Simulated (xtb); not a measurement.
xtb 6.7.1, GFN1-xTB: Ta(NMe)(F)3 (C[N]=[Ta]([F])([F])[F]), 9 atoms. The geometry is a generated start, not checked to be a minimum at this level.

```json
{
  "run_flags": "--grad",
  "method": "GFN1-xTB",
  "--acc": "1 (default)",
  "--etemp (K)": "300 (default)",
  "basis_functions": "36",
  "valence_electrons": "38"
}
```

```xyz
9

Ta    -0.1139     0.8583     1.2735
N      0.0199    -0.1409    -0.2014
C      0.1215    -0.9250    -1.3717
H      1.1674    -1.1832    -1.5652
H     -0.4531    -1.8506    -1.2625
H     -0.2669    -0.3714    -2.2330
F      1.6150     1.2134     1.9399
F     -0.9763     2.4801     0.8485
F     -1.1135    -0.0808     2.5719
```

Charge 0 and multiplicity 1 are set for this test and not shown to be the ground state.

One run each on 1 thread. Values of broydamp tried: 0.02, 0.05, 0.1, 0.2, 0.4 (default), 0.6, 0.8, 1.

Question: How does the count of SCC iterations change with broydamp, and where is it least?

Answer: Fewest SCC iterations: 0.6 with 9. The count rises to 16 at 0.02. All converge to one solution.

```
broydamp       SCC iterations            end
-------------  --------------  -------------
0.02                       16  same solution
0.05                       15  same solution
0.1                        13  same solution
0.2                        11  same solution
0.4 (default)              11  same solution
0.6                         9  same solution
0.8                        12  same solution
1                          13  same solution
```
